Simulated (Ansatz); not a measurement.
A self-consistent single point of the (111) slab of Ca (cut from a parent of space group no. 225; 3 atoms in the cell) with Ansatz (a first-principles code)

Method: PBEsol, default PAW files made with PBE (plane waves; Ansatz).

Input as run:

Ansatz 0.2 input:
```yaml
crystal:
  lattice:
    - [3.957493, 0.000000, 0.000000]
    - [1.978746, 3.427289, 0.000000]
    - [0.000000, 0.000000, 20.462580]
  atoms:
    - { symbol: Ca, position: [0.000000, 0.000000, 0.342088] }
    - { symbol: Ca, position: [0.333333, 0.333333, 0.500000] }
    - { symbol: Ca, position: [0.666667, 0.666667, 0.657912] }
basis:
  ecutwfc: 420.0 eV
kpoints:
  mp_grid: { grid: [9, 9, 1] }
hamiltonian:
  xc: pbesol
  pseudopotentials: { kind: paw }
scf:
  occupations: { method: gaussian, width: 0.1 eV }
output:
  forces: true
  eigenvalues: true
  stress: true
```

Output (repeated stretches shortened):

```
WARN the atoms were moved onto the symmetric positions of the space group found under crystal.symmetry.tolerance 1.0e-5 (fractional …
WARN ansatz: RAYON_NUM_THREADS=1 ignored (pool sized by the plan → 1); use --threads N
Pseudopotentials: kind: paw
Pseudopotential: Ca, paw, valence charge 10
Crystal: 3 atoms, lattice volume = 277.544 Å³
Basis set: ecut = 420 eV, 5529 PW (Γ), exchange–correlation on 54×54×288 points (8 copies of the dense FFT grid, shifted against one another)
Bands: 19, of which v1, the nominal top of the filled ones, is band 15 counted from 1 (14 counted from 0)
Symmetry: 12 space group operations
Space group: P-3m1 (ITA 164), of the structure as read, at distance tolerance 6.5e-5 Å
k-points: 12 of 81
PAW frozen core: Ca, regenerated for the run's functional, and the local potential with it
Initial density: superposition of atomic densities (neutral atoms: chi_scale 0, normalization atom), corrected by the library's trained network
Initial wavefunctions: pseudopotential atomic-orbital guess
Eigensolver: davidson
Functional: x = pbesol(κ = 0.804, μ = 0.12345679012345678), c = pbesol(β = 0.046)
SCF iter   1: F=—  HF=-5380.318391 eV  |F-HF|=—  |Δ(HF+E_count)|=         —  Δρ=2.26e-3  dr2=1.65e-1  ethr=1.77e-3  ⟨swp⟩=8.8  Hψ=1401  notcnv=0
all-band conjugate gradients solve this SCF's bands
preconditioner: auto → LDOS
SCF iter   2: F=—  HF=-5380.309707 eV  |F-HF|=—  |Δ(HF+E_count)|=   8.68e-3  Δρ=1.01e-3  dr2=6.04e-3  ethr=5.49e-4  ⟨swp⟩=2.0  Hψ=364  notcnv=0
SCF iter   3: F=—  HF=-5380.309229 eV  |F-HF|=—  |Δ(HF+E_count)|=   4.78e-4  Δρ=4.93e-4  dr2=2.49e-3  ethr=2.01e-5  ⟨swp⟩=2.0  Hψ=389  notcnv=0
SCF iter   4: F=—  HF=-5380.308996 eV  |F-HF|=—  |Δ(HF+E_count)|=   2.33e-4  Δρ=1.42e-4  dr2=2.79e-4  ethr=8.29e-6  ⟨swp⟩=2.8  Hψ=376  notcnv=0
SCF iter   5: F=—  HF=-5380.308973 eV  |F-HF|=—  |Δ(HF+E_count)|=   2.29e-5  Δρ=3.67e-5  dr2=2.63e-5  ethr=9.31e-7  ⟨swp⟩=1.5  Hψ=237  notcnv=0
SCF iter   6: F=—  HF=-5380.309075 eV  |F-HF|=—  |Δ(HF+E_count)|=   1.02e-4  Δρ=1.15e-5  dr2=1.19e-6  ethr=8.77e-8  ⟨swp⟩=1.5  Hψ=241  notcnv=0
SCF iter   7: F=-5380.309075 eV  HF=-5380.309075 eV  |F-HF|=2.44e-8  |Δ(HF+E_count)|=   2.30e-8  Δρ=1.91e-6  dr2=5.31e-8  ethr=3.33e-10  ⟨swp⟩=6.2  Hψ=1219  notcnv=0
SCF 1 converged in 7 iterations: F = -5380.309075 eV  dr2 = 5.31e-8
SCF converged after 7 iterations
Free energy (F): -5380.309075 eV
Harris-Foulkes:  -5380.309075 eV  (|F-HF|=2.44e-8)
Internal energy: -5380.280391 eV  (E = F + TS)
E sigma→0 (E₀):  -5380.294733 eV
Entropy (-TS):   -0.028684 eV (-9.561 meV/atom)
Fermi energy:    0.762874 eV
--- Per-component energies (eV) ---
  E_band       = -656.679822
  E_kinetic    = 823.111467
  E_local      = -8700.830148  (includes V_loc(G=0)·N_el)
  E_nonlocal   = 193.934833
  E_hartree    = 3861.742691
  E_xc         = -400.876813
  E_vxc        = -502.113128  (∫ρ·V_xc dr)
  E_paw        = -2510.004487  (= ΣΔE_a)
  E_vpaw       = -194.279294  (= ΣTr[D̂ρ^β])
  E_aug_tail   = -0.000017  (compensation charges beyond the density's cutoff)
  E_ewald      = 1352.285701
  E_core_change = 0.356383  (= ΣΔE_core)
  E_smearing   = -0.028684  (= −TS)
  E_closure    = 0.000000  (closes the sum)
  Σ components = -5380.309075   (vs F -5380.309075, Δ=0.00e0)
--- Forces (eV/Å), atoms counted from 1 ---
  atom   1  Ca    -0.00000000     0.00000000     0.17760403
  atom   2  Ca     0.00000000     0.00000000     0.00000000
  atom   3  Ca     0.00000000    -0.00000000    -0.17760403
  max |Σ_I F_I| component: 5.78e-19 eV/Å
--- Stress (GPa, compression-positive) ---
       -0.586028       0.000000      -0.000000
        0.000000      -0.586028      -0.000000
        0.000000       0.000000      -0.662102
  P = ⅓ Tr σ = -0.6114 GPa (-6.114 kbar)
  The stress holds the Pulay correction. Without it, at fixed plane waves, as pw.x and ABINIT print it: P = -0.6118 GPa
--- Band table (eV; the first three rows and the last of 12) ---
  k-point 0: bands = ["-41.5789", "-41.5789", "-41.1682", "-22.6939", "-22.6902", "-22.5551", "-22.5551", "-22.5550", "-22.5550", "-22.2418", "-22.1737", "-22.1737", "-2.9779", "-2.2226", "-1.0671", "0.6809", "1.2856", "1.8716", "2.6014"]
  k-point 1: bands = ["-41.5780", "-41.5780", "-41.1673", "-22.6922", "-22.6889", "-22.5659", "-22.5658", "-22.5577", "-22.5576", "-22.2405", "-22.1845", "-22.1763", "-2.7985", "-2.0466", "-0.8932", "0.7328", "1.3667", "1.9185", "2.5505"]
  k-point 2: bands = ["-41.5758", "-41.5758", "-41.1650", "-22.6877", "-22.6857", "-22.5933", "-22.5927", "-22.5643", "-22.5641", "-22.2374", "-22.2117", "-22.1829", "-2.2795", "-1.5424", "-0.4041", "0.8767", "1.5379", "1.9283", "2.1169"]
  k-point 11: bands = ["-41.5704", "-41.5704", "-41.1596", "-22.6774", "-22.6774", "-22.6201", "-22.6187", "-22.6184", "-22.6184", "-22.2376", "-22.2376", "-22.2301", "0.6338", "0.6640", "0.6640", "1.1095", "1.1950", "1.1950", "1.8250"]
```

The run converged in 7 iterations.

The starting cell has typed, rounded lattice constants, without a prior relaxation at this level. The slab is cut from that crystal, and its faces are unrelaxed. Its lattice was rescaled by up to half a per cent.
